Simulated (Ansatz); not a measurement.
Start from Cs₂AgBiBr₆ (space group Fm-3m, No. 225).

```yaml
crystal:
  lattice:
    - [0.00000, 5.67196, 5.67196]
    - [5.67196, 0.00000, 5.67196]
    - [5.67196, 5.67196, 0.00000]
  atoms:
    - { symbol: Cs, position: [0.25000, 0.25000, 0.25000] }
    - { symbol: Cs, position: [0.75000, 0.75000, 0.75000] }
    - { symbol: Ag, position: [0.50000, 0.50000, 0.50000] }
    - { symbol: Bi, position: [0.00000, 0.00000, 0.00000] }
    - { symbol: Br, position: [0.74811, 0.25189, 0.25189] }
    - { symbol: Br, position: [0.25189, 0.74811, 0.74811] }
    - { symbol: Br, position: [0.25189, 0.74811, 0.25189] }
    - { symbol: Br, position: [0.74811, 0.25189, 0.74811] }
    - { symbol: Br, position: [0.25189, 0.25189, 0.74811] }
    - { symbol: Br, position: [0.74811, 0.74811, 0.25189] }
```

Cartesian axes are those of the cell as printed.

The values are results of plane-wave PAW DFT at the r2SCAN level (Ansatz, a first-principles code, 500 eV), without spin-orbit coupling, earlier PAW set, not measurements.

Base values:

| Property | Value |
|---|---|
| Shortest interatomic distance | 2.815 Å |

Now apply this change: the symmetric strain tensor [0.0171 0.0092 -0.0089; 0.0092 0.0072 -0.0090; -0.0089 -0.0090 -0.0130], atoms relaxed at fixed cell.

Task: Predict the new largest internal atomic displacement.

Result: The largest internal atomic displacement amounts to 0.036 Å.

Task: What happens to the valley order?

Result: The valley order (the lowest conduction-band minima on the path, energy above the VBM, named in the base's zone) amounts to L along [111] 1.57 eV; L along [1-1-1] 1.58 eV; L along [1-11] 1.58 eV; L along [11-1] 1.63 eV.

Task: Estimate the effect on the shortest interatomic distance.

Result: The shortest interatomic distance decreases by 0.065 Å, from 2.815 Å to 2.750 Å.

Spin-orbit coupling, missing from the scalar runs, can matter with Bi. The levels and masses belong to the bands next to the band gap. No phonon test of stability was made.
